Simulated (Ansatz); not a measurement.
## What biaxial strain −0.50 %, plane normal [111], relaxed out of plane does to SrTiO3

Start from SrTiO$_{3}$ in the cubic perovskite structure (space group Pm-3m, No. 221; a = 3.854 Å). Axes: x, y, z lie along the cube axes.

One thing is altered: biaxial strain −0.50 %, plane normal [111], relaxed out of plane (Cartesian); in-plane vectors clamped, the third vector and the atoms free.

The values are results of LDA (Ansatz, a first-principles code; PAW; 420 eV plane waves; no spin-orbit coupling), not measurements. Γ-centred 9×9×9 mesh, Fermi–Dirac width 0.05 eV.

```tsv
quantity	base	changed	shift
volume per atom	11.45 Å³	11.38 Å³	-0.075 Å³
space group	Pm-3m (No. 221)	R-3m (No. 166)	–
shortest interatomic distance	1.927 Å	1.923 Å	-0.004 Å
energy relative to the base (free energy F)	0 meV/atom	+0.7 meV/atom	+0.7 meV/atom
pressure (mean of the normal stresses, compression positive)	0.00 GPa	1.35 GPa	+1.35 GPa
band gap	1.85 eV	1.85 eV	0.00 eV
gap character	–	indirect, T → Γ	–
out-of-plane strain	–	+0.34 %	–
mean in-plane stress (compression positive)	–	+2.0 GPa	–
```

Whether these cells are dynamically stable was not tested. The final runs are not spin-polarised. Many cubic perovskites are stable only at high temperature; tilts and polar distortions were not tested. Labels are those of the standard path for the cell's own space group.
